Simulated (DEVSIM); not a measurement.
Device: abrupt Si n-p junction, at 300 K.

```tsv
layer (left to right)	material	thickness (μm)	Nd (cm⁻³)	Na (cm⁻³)	τn (s)	τp (s)
1	Si	7.60	1e17	-	6.9e-5	6.9e-5
2	Si	9.60	-	1.3e14	6.9e-5	6.9e-5
```

Left contact: ohmic. Right contact: ohmic. Voltage is applied to the left contact. Recombination: SRH at mid-gap. Mobility is constant in doping.

This is a model device: material constants are rounded textbook-type values typed into the input, and sizes, dopings and lifetimes were drawn at random. Values at 300 K.

| parameter | Si |
|---|---|
| gap (eV) | 1.124 |
| affinity (eV) | 4.05 |
| permittivity | 11.7 |
| Nc (cm⁻³) | 2.86e19 |
| Nv (cm⁻³) | 3.1e19 |
| μn (cm²/Vs) | 1417 |
| μp (cm²/Vs) | 470 |

DEVSIM, 1D drift-diffusion, Boltzmann statistics, complete ionisation; no tunnelling, impact ionisation, image-force lowering or self-heating.

### Question
Give the dark forward current.

### Answer

```
V (V)  J (A/cm²)
-----  ---------
-0.05    -4.3e-8
-0.10    -3.3e-7
-0.15    -2.3e-6
-0.20    -1.6e-5
-0.30   -0.00071
-0.35    -0.0048
-0.40     -0.032
-0.45      -0.19
-0.50      -0.97
-0.55       -3.7
-0.60        -12
-0.70        -81
-0.75       -170
-0.80       -290
-0.85       -410
-0.90       -530
-0.95       -620
-1.05       -750
-1.10       -800
-1.15       -840
-1.20       -890
-1.25       -920
-1.30       -960
-1.35       -990
-1.45      -1100
-1.50      -1100
-1.55      -1100
-1.60      -1100
```
